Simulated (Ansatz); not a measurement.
# Ni: response to strain

Start from Ni in the fcc (Cu type) structure (space group Fm-3m, No. 225; a = 3.4788 Å; ferromagnetic; relaxed with 0.1 eV smearing). Axes: x, y, z lie along the cube axes.

Strains are applied to the cell and any free atomic positions relax; under biaxial strain the out-of-plane vector relaxes too; under stress the whole cell relaxes.

Calculations: Ansatz (a first-principles code) r2SCAN, no spin-orbit coupling.

Candidates:
(a) biaxial strain +4.80 %, plane normal [001], relaxed out of plane
(b) isotropic strain −4.87 %
(c) uniaxial strain ε_zz = −2.10 %
(d) uniaxial stress, 1 GPa compression along x

Notes on the quantities. energy relative to the base: free energy F.

Q: Order them by energy relative to the base, highest first.

A: (b) isotropic strain −4.87 % (+186 meV/atom), (a) biaxial strain +4.80 %, plane normal [001], relaxed out of plane (+34 meV/atom), (c) uniaxial strain ε_zz = −2.10 % (+4.6 meV/atom), (d) uniaxial stress, 1 GPa compression along x (+0.2 meV/atom)

Other magnetic orders, which the real material may have, were not ruled out. Stability under load was not tested beyond the relaxation.
